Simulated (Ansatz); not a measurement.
ScHfTaN3 (model structure, P3m1, No. 156, 6 atoms in the cell) was calculated with PBEsol in Ansatz (PAW).

Run with plane-wave cutoff 520 eV, 18×18×8 k mesh (along the axes of the cell as run), Fermi–Dirac smearing 0.05 eV, scalar-relativistic PAW data made under PBE.

Cell (relaxed at this level):

HfScTaN3 is taken in the trigonal space group P3m1 (No. 156), Pearson symbol hP6. Lattice parameters: a = b = 3.1416 Å, c = 7.6708 Å, α = β = 90.00°, γ = 120.00°. Hf on 1a is surrounded by 6 N at 2.223–2.226 Å (octahedral). Sc on 1b has 6 N at 2.222–2.249 Å (octahedral). Ta on 1c has 6 N at 2.197 Å (octahedral). N1 on 1c sees 3 Hf at 2.226 Å and 3 Sc at 2.249 Å (octahedral). N2 on 1a is surrounded by 3 Ta at 2.198 Å and 3 Sc at 2.222 Å (octahedral). N3 on 1b is surrounded by 3 Ta at 2.197 Å and 3 Hf at 2.223 Å (octahedral). (Neighbours: up to the widest gap in distance over summed covalent radii, below 1.35, at either atom; cation-cation and far metal-metal contacts left out.)

Estimate the bulk modulus that the calculation returns.


- bulk modulus = 280 GPa

The run finds no gap.

Note: the bulk modulus is −V dP/dV from two relaxed cells at ±2 % in volume; the relaxation could raise the start's symmetry but not lower it, so the cell can be a saddle point.

Spin–orbit coupling is not included; it can open a gap where bands touch, and shift volumes and moduli.

Static lattice: no zero-point or thermal effects.

The result took around 7 core-minutes (rough).

A model structure was made by putting elements into a prototype or built by hand; it is no filed structure, need not be a known phase, and can be a saddle point held by its symmetry.

Ansatz is a first-principles code.
